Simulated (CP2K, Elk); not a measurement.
An Elk input for a self-consistent single point of TlBi₂ (P6/mmm, 3 atoms in the cell) (DFT, PBEsol, all-electron FP-LAPW, Elk's shipped species files, APW+lo basis with extra local orbitals):

```
tasks
  0

xctype
  22

tforce
  .true.

rgkmax
  8.0

gmaxvr
  18.0

lmaxapw
  10

lmaxo
  8

nxlo
  2

lorbcnd
  .true.

lradstp
  2

nrmtscf
  2.0

lmaxi
  4

stype
  0

swidth
  0.00499791

maxscl
  100

avec
   10.7878043951   -0.0000001059    0.0000000000
   -5.3939021058    9.3425127102    0.0000000000
    0.0000000000    0.0000000000    6.4132769327

atoms
  2
  'Tl.in'
  1
  0.0000000000  0.0000000000  0.0000000000    0.0 0.0 0.0
  'Bi.in'
  2
  0.6666666667  0.3333333333  0.5000000000    0.0 0.0 0.0
  0.3333333333  0.6666666667  0.5000000000    0.0 0.0 0.0

ngridk
  6 6 8
```

Translate this input to CP2K.

One input that does it (others would too):

```
&GLOBAL
  PROJECT scf
  RUN_TYPE ENERGY_FORCE
  PRINT_LEVEL LOW
&END GLOBAL
&FORCE_EVAL
  METHOD Quickstep
  STRESS_TENSOR ANALYTICAL
  &DFT
    BASIS_SET_FILE_NAME BASIS_MOLOPT
    POTENTIAL_FILE_NAME GTH_POTENTIALS
    &QS
      METHOD GPW
      EPS_DEFAULT 1E-10
    &END QS
    &MGRID
      CUTOFF 500
      REL_CUTOFF 50
      NGRIDS 5
    &END MGRID
    &SCF
      SCF_GUESS ATOMIC
      EPS_SCF 1E-6
      MAX_SCF 100
      ADDED_MOS 5
      &DIAGONALIZATION
        ALGORITHM STANDARD
      &END DIAGONALIZATION
      &MIXING
        METHOD BROYDEN_MIXING
        ALPHA 0.3
        NBUFFER 12
      &END MIXING
      &SMEAR ON
        METHOD GAUSSIAN
        SIGMA [eV] 0.136
      &END SMEAR
    &END SCF
    &KPOINTS
      SCHEME MONKHORST-PACK 6 6 8
      GAMMA_CENTERED T
    &END KPOINTS
    &XC
      &XC_FUNCTIONAL
        &PBE
          PARAMETRIZATION PBESOL
        &END PBE
      &END XC_FUNCTIONAL
    &END XC
    &PRINT
      &MO
        EIGENVALUES T
        OCCUPATION_NUMBERS T
        NDIGITS 8
        FILENAME mo
        &EACH
          QS_SCF 0
        &END EACH
        ADD_LAST NUMERIC
      &END MO
      &MULLIKEN OFF
      &END MULLIKEN
    &END PRINT
  &END DFT
  &SUBSYS
    &CELL
      ABC 5.70866000 5.70866036 3.39376000
      ALPHA_BETA_GAMMA 90.00000000 90.00000000 119.99999790
      PERIODIC XYZ
    &END CELL
    &COORD
      SCALED
      Tl       0.00000000     0.00000000     0.00000000
      Bi       0.66666700     0.33333300     0.50000000
      Bi       0.33333300     0.66666700     0.50000000
    &END COORD
    &KIND Tl
      BASIS_SET DZVP-MOLOPT-SR-GTH
      POTENTIAL GTH-PBE-q13
    &END KIND
    &KIND Bi
      BASIS_SET DZVP-MOLOPT-SR-GTH
      POTENTIAL GTH-PBE-q5
    &END KIND
  &END SUBSYS
  &PRINT
    &FORCES ON
    &END FORCES
    &STRESS_TENSOR ON
    &END STRESS_TENSOR
  &END PRINT
&END FORCE_EVAL
```

Basis settings and potentials, where a program has them, do not carry over. This input uses DFT PBEsol, GPW, DZVP-MOLOPT-SR-GTH basis, GTH-PBE potentials (GTH_POTENTIALS).

The starting cell comes from a database of computed structures (which also holds hypothetical and non-ambient phases and stackings), without a prior relaxation at this level.
